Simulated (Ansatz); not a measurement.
# A computed series for CdSe: response to strain

Start from CdSe in the zinc blende structure (space group F-43m, No. 216; a = 6.0816 Å). Axes: x, y, z lie along the cube axes.

Strains are applied to the cell and any free atomic positions relax; under biaxial strain the out-of-plane vector relaxes too.

Method: DFT with PBEsol, PAW potentials and a 420 eV plane-wave cutoff in Ansatz (an electronic-structure program), no spin-orbit coupling.

Notes on the quantities. energy relative to the base: free energy F.

| biaxial strain, plane normal [001], relaxed out of plane (%) | energy relative to the base (meV/atom) |
|---|---|
| 0 | 0.0 |
| 0.5 | 0.2 |
| 1 | 0.7 |
| 1.5 | 1.6 |
| 2 | 2.9 |
| 2.5 | ? |
| 3 | 6.4 |

Question: Fit ΔE = Aε² + Bε³ (ε in %) to the rows shown and predict the withheld row.

Answer: Least squares on the printed values gives A = 0.731 and B = -0.0063 meV/atom (largest residual 0.0 meV/atom); this predicts 4.5 meV/atom, and the run gives 4.5 meV/atom, in agreement.

Stability against distortions was not tested.
